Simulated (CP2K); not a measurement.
CP2K is run on KZnCl3 (Pnma, 20 atoms in the cell), and the run fails. The aim is a self-consistent single point with DFT PBE, GPW, DZVP-MOLOPT-SR-GTH basis, GTH-PBE potentials (GTH_POTENTIALS).

Cell that was meant: a = 6.9032 Å, b = 9.7404 Å, c = 6.8801 Å, α = 90.00°, β = 90.00°, γ = 90.00°.

Part of the input:

```
    &SCF
      SCF_GUESS ATOMIC
      EPS_SCF 1E-7
      MAXSCF 100
      ADDED_MOS 27
      &DIAGONALIZATION
        ALGORITHM STANDARD
```

Log, with long lists cut:

```
 Possible matches for unknown keyword

 MAXSCF

   keyword MAX_SCF in section %__ROOT__%FORCE_EVAL%DFT%SCF score:  109
   keyword MAX_SCF in section %__ROOT__%FORCE_EVAL%DFT%XAS%SCF score:  109
   keyword EPS_SCF in section %__ROOT__%FORCE_EVAL%DFT%SCF score:  106
   enum MOPAC in section %__ROOT__%FORCE_EVAL%DFT%SCF for keyword SCF_GUESS score:  106
   keyword ROKS_F in section %__ROOT__%FORCE_EVAL%DFT%SCF score:  106

 *******************************************************************************
 *   ___                                                                       *
 *  /   \                                                                      *
 * [ABORT]                                                                     *
 *  \___/             found an unknown keyword MAXSCF in section SCF           *
 *    |                                                                        *
 *  O/|                                                                        *
 * /| |                                                                        *
 * / \                                               input/input_parsing.F:253 *
 *******************************************************************************

 ===== Routine Calling Stack =====

            5 section_vals_parse
            4 section_vals_parse
            3 section_vals_parse
            2 section_vals_parse
            1 read_input
Abort(1) on node 0 (rank 0 in comm 0): application called MPI_Abort(MPI_COMM_WORLD, 1) - process 0
```

### Question
From the messages shown, name the fault and mend the input.

### Answer
The fault is a keyword that the program does not know. The program does not know a key of this name. To fix it, use the program's own name for the key. The program stopped before any SCF iteration.

An input that runs soundly differs in these lines (not the only fix; some lines may just follow from the change or write a value another way):
```diff
-      MAXSCF 100
+      MAX_SCF 100
```

With that input, the run converged in 22 iterations: free energy E − TS -14579.9417 eV; top of the valence band (on the code's own zero) 1.29 eV; gap on the k-point mesh 2.35 eV; pressure 1.93 GPa; largest force (vector length) 0.372 eV/Å (DFT PBE, GPW, DZVP-MOLOPT-SR-GTH basis, GTH-PBE potentials (GTH_POTENTIALS)).

On the sound input: the starting cell was generated: these elements placed on a structure prototype, without a prior relaxation; it need not be a known phase or ordering of this composition. Values carry the incompleteness of an atom-centred basis.
